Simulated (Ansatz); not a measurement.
## Effect of Si → B on SiO2

Start from SiO₂ (space group P6_322, No. 182; a = 5.0600 Å, c = 8.5973 Å; a cell from a computed database, its experimental status unchecked).

Now apply this change: every Si is replaced by B; the structure is relaxed again.

Calculations: plane-wave PAW DFT at the PBEsol level (Ansatz, a quantum-chemistry and plane-wave program, 420 eV), without spin-orbit coupling, earlier PAW set. Settings: 10×10×5 k-points, 0.05 eV Fermi–Dirac smearing, for the changed cell.

The volume per atom drops by 5.412 Å³, from 15.89 Å³ to 10.47 Å³ and the density grows by 0.17 g/cm³ to 2.26 g/cm³. The c/a ratio increases by 0.028 (1.699 → 1.727) and the space group stays P6_322 (No. 182). The shortest interatomic distance falls by 0.166 Å (1.609 Å → 1.443 Å) and the band gap becomes zero (base: 5.54 eV). The magnetic state changes from not spin-polarised to ferromagnetic and the largest site moment goes from zero to 0.42 μB.

Cost of the whole job for the changed cell (relaxation, final SCF and bands): very roughly 7 core-minutes.

Other magnetic orders, which the real material may have, were not ruled out. Stability against distortions was not tested. As relaxed here, BO2 is a hypothetical phase, not in the database extracts checked.
